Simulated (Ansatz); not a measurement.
Consider SnO (space group P4/nmm, No. 129; layered, stacked along the Cartesian z axis; relaxed with 0.1 eV smearing).

```
CELL_PARAMETERS angstrom
      3.76851     0.00000     0.00000
      0.00000     3.76851     0.00000
      0.00000     0.00000     4.55708
ATOMIC_POSITIONS crystal
  Sn 0.50000 0.00000 0.74617
  Sn 0.00000 0.50000 0.25383
  O  0.50000 0.50000 0.00000
  O  0.00000 0.00000 0.00000
```

The values are results of Ansatz (a quantum-chemistry and plane-wave program), PBEsol-D3(BJ), PAW, cutoff 420 eV, no SOC, not measurements.

For the base:

| Item | Result |
|---|---|
| Pressure | 0.0 GPa |

The change: the cell is scaled by 0.9880 in all directions, atoms relaxed at fixed cell.

### Question
How does this affect the largest internal atomic displacement, energy relative to the base and pressure?

### Answer
The largest internal atomic displacement comes out as 0.025 Å; the energy rises by 4.0 meV/atom; the pressure (mean of the normal stresses, compression positive) goes from zero to 2.3 GPa.

The cells carry an imposed strain or load. Stability against distortions was not tested. All final runs are without spin polarisation.
